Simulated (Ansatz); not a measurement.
Functionals compared on SiH3 on the 1x1 (111) surface of fcc Ag, one in a 2x2 cell, started at the site 'hollow Ag-Ag-Ag over Ag at depth 2.4 Å', in Ansatz (plane waves, PAW). The structure was relaxed with PBE; the other rows are single points on it, each with its references at the same level. Cutoff 420 eV (500 eV for r2SCAN).

Slab: 20 atoms, 7.1 Å thick at the start under the adsorbate (thin: gaps and levels are the slab's own); k 6x6x1, smearing 0.1 eV, dipole-corrected; 8 atoms held, the rest relaxed; start symmetry kept, larger cells not searched; spin-polarised, no spin-orbit, no U, no dispersion correction. The starting moment vanished. At the end it is bonded to 3 Ag. In PBE it is, or lies within 0.03 eV of, the lowest of the starts that converged. These notes are the PBE run's. r2SCAN: The program's check for a lower electronic state was not made. Adsorption energies are against SiH4(g) − ½ H2(g). A negative adsorption energy means that the adsorbate is more stable on the surface than in its reference.

```csv
functional,adsorption energy (eV),work function of the top face (eV),change of the work function (eV),magnetic moment of the cell (μB),rough cost of the single point
PBE,0.09,4.66,0.22,0.00,–
RPBE,(withheld),(withheld),(withheld),0.00,roughly 5 core-minutes
r2SCAN,-0.02,4.67,0.26,0.00,very roughly 10 core-minutes
```

**Question.** Fill in the missing entries.

**Answer.** 
- RPBE, adsorption energy (eV): 0.37
- RPBE, work function of the top face (eV): 4.57
- RPBE, change of the work function (eV): 0.33

Ansatz is an electronic-structure program.
